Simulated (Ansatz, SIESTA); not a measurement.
# Code comparison for Nb6AlGe (P1, 8 atoms in the cell)

Self-consistent single point, at a second geometry (atoms moved at random). First geometry:

```yaml
crystal:
  lattice:
    - [5.21768, 0.00000, 0.00000]
    - [0.00000, 5.21768, 0.00000]
    - [0.00000, 0.00000, 5.21768]
  atoms:
    - { symbol: Al, position: [0.50000, 0.50000, 0.50000] }
    - { symbol: Nb, position: [0.00000, 0.50000, 0.74995] }
    - { symbol: Nb, position: [0.00000, 0.50000, 0.25005] }
    - { symbol: Nb, position: [0.74995, 0.00000, 0.50000] }
    - { symbol: Nb, position: [0.25005, 0.00000, 0.50000] }
    - { symbol: Nb, position: [0.50000, 0.74995, 0.00000] }
    - { symbol: Nb, position: [0.50000, 0.25005, 0.00000] }
    - { symbol: Ge, position: [0.00000, 0.00000, 0.00000] }
```

Second geometry:
```yaml
crystal:
  lattice:
    - [5.21768, 0.00000, 0.00000]
    - [0.00000, 5.21768, 0.00000]
    - [0.00000, 0.00000, 5.21768]
  atoms:
    - { symbol: Al, position: [0.50966, 0.50163, 0.50577] }
    - { symbol: Nb, position: [0.98781, 0.50533, 0.74472] }
    - { symbol: Nb, position: [0.99566, 0.50420, 0.25044] }
    - { symbol: Nb, position: [0.74710, 0.00351, 0.49460] }
    - { symbol: Nb, position: [0.25059, 0.00325, 0.50092] }
    - { symbol: Nb, position: [0.50443, 0.74604, 0.99975] }
    - { symbol: Nb, position: [0.51066, 0.23962, 0.00063] }
    - { symbol: Ge, position: [0.99409, 0.99640, 0.00317] }
```

Shared settings, as Ansatz (a first-principles code) writes them: kpoints.mp_grid.grid = 5 5 5; scf.occupations.method = fermi_dirac; scf.occupations.width = 0.1 eV. Potentials and cutoffs stand in the table.

```json
[
 {"code": "Ansatz", "model": "LDA (PW92), PAW files made with PBE", "ΔF from the first geometry (meV/atom)": "9.4", "pressure (GPa)": "-11.56", "largest force (eV/Å)": "0.586", "cutoff": "default"},
 {"code": "SIESTA", "model": "LDA PW92, numerical atomic orbitals DZP, PseudoDojo LDA standard norm-conserving potentials (rewritten from UPF to PSML)", "ΔF from the first geometry (meV/atom)": "10.6", "pressure (GPa)": "-11.59", "largest force (eV/Å)": "0.678", "cutoff": "grid 300 Ry"}
]
```

Size of the force on each atom (eV/Å): Sizes of forces hide their directions.

| code | Al1 | Nb2 | Nb3 | Nb4 | Nb5 | Nb6 | Nb7 | Ge8 |
|---|---|---|---|---|---|---|---|---|
| Ansatz | 0.586 | 0.498 | 0.401 | 0.226 | 0.182 | 0.285 | 0.514 | 0.374 |
| SIESTA | 0.592 | 0.534 | 0.439 | 0.225 | 0.177 | 0.320 | 0.678 | 0.495 |

On Ansatz's run: spin polarisation is off.

The spread over the programs that give each value: ΔF from the first geometry within 1.2 meV/atom; pressure within 0.03 GPa; largest force within 0.092 eV/Å.

SIESTA uses small atom-centred bases, whose incompleteness enters pressures, forces and empty levels differently from a plane-wave cutoff. Ansatz's pressure is given at a fixed set of plane waves, as the other plane-wave codes print theirs.

The starting cell comes from a database of computed structures (which also holds hypothetical and non-ambient phases and stackings), without a prior relaxation at this level. Its lattice was rescaled by a random factor within 2.5 % of one. For this run, on top of that: atoms moved at random.

Keys are those of Ansatz 0.2.
